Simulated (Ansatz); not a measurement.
Effect of x(Ca) = 0.5, 4 atoms, P2_1/m on Ba

The parent structure is Ba in the bcc (W type) structure (space group Im-3m, No. 229; a = 5.0687 Å).

The other end (x = 1) is Ca in the bcc (W type) structure (space group Im-3m, No. 229; a model cell): 43.32 Å³/atom, gap zero; this end may not be an ambient phase.

Modification: Ca replaces 50.0 % of the Ba, ordered in a cell of 4 atoms (starting symmetry P2_1/m) and fully relaxed.

Calculations: Ansatz (a first-principles code) r2SCAN, no SOC. k-mesh 11×7×7 (Γ-centred); smearing 0.05 eV (Fermi–Dirac), for the changed cell.

```json
[
 {"quantity": "volume per atom", "base": "65.11 Å³", "changed": "53.95 Å³", "shift": "-11.168 Å³"},
 {"quantity": "density", "base": "3.50 g/cm³", "changed": "2.73 g/cm³", "shift": "-0.77 g/cm³"},
 {"quantity": "shortest interatomic distance", "base": "8.295 bohr", "changed": "7.884 bohr", "shift": "-0.4117 bohr"},
 {"quantity": "band gap", "base": "zero", "changed": "zero", "shift": "–"},
 {"quantity": "mixing energy (to 0.01 eV only: unlike meshes or grids)", "base": "–", "changed": "+0.02 eV/atom", "shift": "–"},
 {"quantity": "deviation of the volume from the linear (Vegard-type) interpolation", "base": "–", "changed": "-0.5 %", "shift": "–"}
]
```

Final structure:

```xyz
4
Lattice="4.1788 0.0000 0.0000 0.0000 6.9447 0.0000 -0.0017 0.0000 7.4355" Properties=species:S:1:pos:R:3 pbc="T T T"
Ca     2.0888     5.2086     1.1561
Ba     4.1770     5.2086     4.9522
Ba     0.0001     1.7362     2.4832
Ca     2.0884     1.7362     6.2794
```

Cost of the whole job for the changed cell (relaxation, final SCF and bands): around 29 core-minutes (rough).

Each cell is one ordered arrangement of few atoms, which overstates ordering effects compared with a random alloy. No phonon test of stability was made. This is not the structure that Ca has at room temperature and ambient pressure.
